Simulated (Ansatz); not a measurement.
Ga2O3 (model structure, started from the Al2S3 type, Cc, No. 9, 10 atoms in the cell)

Calculation: PBEsol+SOC in Ansatz (PAW).

Settings: plane-wave cutoff 520 eV, 6×6×6 k mesh, Fermi–Dirac smearing 0.01 eV, PAW data made under PBE.

Cell (relaxed with PBEsol):

```yaml
crystal:
  lattice:
    - [4.75457, -2.93931, 0.43093]
    - [4.75457, 2.93931, 0.43093]
    - [-2.63765, 0.00000, 4.53647]
  atoms:
    - { symbol: Ga, position: [0.94845, 0.20087, 0.47610] }
    - { symbol: Ga, position: [0.20087, 0.94845, 0.97610] }
    - { symbol: Ga, position: [0.63130, 0.83636, 0.57422] }
    - { symbol: Ga, position: [0.83636, 0.63130, 0.07422] }
    - { symbol: O, position: [0.03706, 0.28287, 0.87091] }
    - { symbol: O, position: [0.28287, 0.03706, 0.37091] }
    - { symbol: O, position: [0.93189, 0.81453, 0.89336] }
    - { symbol: O, position: [0.81453, 0.93189, 0.39336] }
    - { symbol: O, position: [0.49187, 0.74177, 0.81045] }
    - { symbol: O, position: [0.74177, 0.49187, 0.31045] }
```

| Property | Result |
|---|---|
| band gap | 2.42 eV (on the SCF k mesh) |

Note: the relaxation could raise the start's symmetry but not lower it, so the cell can be a saddle point.

Computed values are for the static lattice.

Cost on a shared machine: very roughly 7 core-minutes.

A model structure was made by putting elements into a prototype or built by hand; it is no filed structure, need not be a known phase, and can be a saddle point held by its symmetry.

Ansatz is a first-principles code.
